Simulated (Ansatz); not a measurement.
**InP, response to strain**

Base system: InP in the zinc blende structure (space group F-43m, No. 216).

```xyz
2
Lattice="0.0000 2.9798 2.9798 2.9798 0.0000 2.9798 2.9798 2.9798 0.0000" Properties=species:S:1:pos:R:3 pbc="T T T"
In     0.0000     0.0000     0.0000
P      1.4899     1.4899     1.4899
```

Strains are applied to the cell and any free atomic positions relax.

Calculations: PBE/PAW in Ansatz (an electronic-structure program), no SOC.

Notes on the quantities. energy relative to the base: free energy F.

| change | pressure | band gap | energy relative to the base |
|---|---|---|---|
| base | 0.00 GPa | 0.44 eV | 0 meV/atom |
| isotropic strain −2.00 % | 4.15 GPa | [?] | +19 meV/atom |
| isotropic strain −1.00 % | 1.92 GPa | 0.61 eV | +4.6 meV/atom |
| isotropic strain −0.50 % | 0.92 GPa | [?] | +1.1 meV/atom |
| isotropic strain +0.50 % | -0.86 GPa | 0.36 eV | +1.1 meV/atom |
| isotropic strain +1.00 % | -1.65 GPa | 0.28 eV | +4.3 meV/atom |
| isotropic strain +1.50 % | -2.38 GPa | 0.20 eV | [?] |
| isotropic strain +2.00 % | -3.06 GPa | 0.12 eV | +16 meV/atom |
| isotropic strain +2.50 % | -3.7 GPa | zero | +25 meV/atom |
| isotropic strain +3.00 % | -4.2 GPa | zero | +35 meV/atom |

Question: Complete the table.

Answer: 
- isotropic strain −2.00 %, band gap: 0.77 eV
- isotropic strain −0.50 %, band gap: 0.52 eV
- isotropic strain +1.50 %, energy relative to the base: +9.4 meV/atom

No phonon test of stability was made. All final runs are without spin polarisation. Gaps under 0.05 eV, about the width of the smearing, are given as zero. A zero or small gap of InP under isotropic strain +1.00 %, InP under isotropic strain +1.50 %, InP under isotropic strain +2.00 % and InP under isotropic strain +2.50 % can be the functional's error rather than a property of the material.
